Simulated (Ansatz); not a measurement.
Input of the mobility step, PBE, finite-displacement electron-phonon coupling, linearised Boltzmann equation run with Ansatz (a quantum-chemistry and plane-wave program), Si (Fd-3m). Condition of this run: hydrostatic pressure 2 GPa (the target of the relaxation).

Ansatz 0.2 input:
```
crystal:
  lattice:
    - [0.0, 2.7156949464, 2.7156949464]
    - [2.7156949464, 0.0, 2.7156949464]
    - [2.7156949464, 2.7156949464, 0.0]
  atoms:
    - { symbol: Si, position: [0.0, 0.0, 0.0] }
    - { symbol: Si, position: [0.25, 0.25, 0.25] }
kpoints:
  mp_grid: { grid: [8, 8, 8] }
hamiltonian:
  xc: pbe
  pseudopotentials: { kind: paw }
scf:
  occupations: { method: fixed }
phonons:
  supercell: [4, 4, 4]
  carrier_mobility: { temperatures: [150, 200, 250, 300, 350, 400, 500, 600] }
```

An excerpt of its output:

```
--- Carrier mobility (electrons): potentials and phonons of a 4×4×4 supercell ---
  scattering by the run's harmonic phonons alone; scattering by impurities, by other carriers and their screening is left out, and so is spin–orbit coupling
  band edge at 6.7974 eV
  valley at (0.0000 0.4184 0.4184), 6 points alike, 0.00 meV above the edge
  a displaced site's charge and quadrupole, each over the dielectric constant: up to 0.000 e and 0.541 e·Å; the charges' sum missed by 0.098 e
  the run chose the mesh 98×98×98 (1.5 steps from a valley's bottom to the thermal energy of 150 K, as the couplings on a denser one leave too little of the memory); type phonons.carrier_mobility.mesh for another
  mobility, cm²/(V·s), of a tensor a third of its trace; what the velocities' spread within the cells of the mesh adds; mean energy transported, in kT; Lorenz number, in (k/e)²:
           mesh  steps/k_T     T (K)         cm⁻³     solution         MRTA        SERTA  in cells    energy    Lorenz
       98×98×98       1.46    150.00          few     6.7310e3     6.7027e3     6.4442e3    7.87 %     1.807     1.362
       98×98×98       1.69    200.00          few     3.5864e3     3.5751e3     3.4528e3    6.01 %     1.732     1.235
       98×98×98       1.89    250.00          few     2.1544e3     2.1492e3     2.0844e3    4.94 %     1.680     1.216
       98×98×98       2.07    300.00          few     1.4152e3     1.4125e3     1.3746e3    4.24 %     1.647     1.239
       98×98×98       2.23    350.00          few     9.9276e2     9.9124e2     9.6720e2    3.74 %     1.625     1.276
       98×98×98       2.39    400.00          few     7.3128e2     7.3035e2     7.1416e2    3.37 %     1.612     1.315
       98×98×98       2.67    500.00          few     4.3999e2     4.3957e2     4.3124e2    2.84 %     1.600     1.397
       98×98×98       2.92    600.00          few     2.9139e2     2.9116e2     2.8636e2    2.47 %     1.600     1.478
       49×49×49       0.73    150.00          few     7.0738e3     7.0455e3     6.9740e3   29.84 %     1.757     1.350
       49×49×49       0.84    200.00          few     3.6829e3     3.6715e3     3.6284e3   23.56 %     1.703     1.235
       49×49×49       0.94    250.00          few     2.1879e3     2.1827e3     2.1571e3   19.66 %     1.662     1.219
       49×49×49       1.03    300.00          few     1.4288e3     1.4261e3     1.4099e3   16.99 %     1.635     1.242
       49×49×49       1.12    350.00          few     9.9910e2     9.9757e2     9.8676e2   15.06 %     1.617     1.277
       49×49×49       1.19    400.00          few     7.3453e2     7.3359e2     7.2599e2   13.58 %     1.606     1.316
       49×49×49       1.33    500.00          few     4.4102e2     4.4060e2     4.3643e2   11.46 %     1.596     1.397
       49×49×49       1.46    600.00          few     2.9178e2     2.9155e2     2.8905e2   10.01 %     1.597     1.478
  SERTA leaves out what is scattered into a state
  not converged in the mesh: from the mesh of half the divisions the mobility moves by up to 5.09 %; 7.9 % of it stand in the velocities' spread within the cells; MRTA moves by up to 5.11 %
  the changes of the potential over all sites missed a rigid shift's by 0.02 % (the site terms' by 0.87 %)
  the long waves of the potentials, up to 0.501 1/Å, are read off 3 elongated supercells
  the phonons are corrected at the wavevectors of the elongated supercells: the repeat alone misses a frequency there by up to 8.48 %, and what leaves one of them out by up to 5.57 %
```

Scattering by harmonic phonons alone: no impurities, screening or carrier-carrier scattering, bands fixed at 0 K. From a coarser fine mesh the values given move by up to 5 %. The mesh was bound by memory.
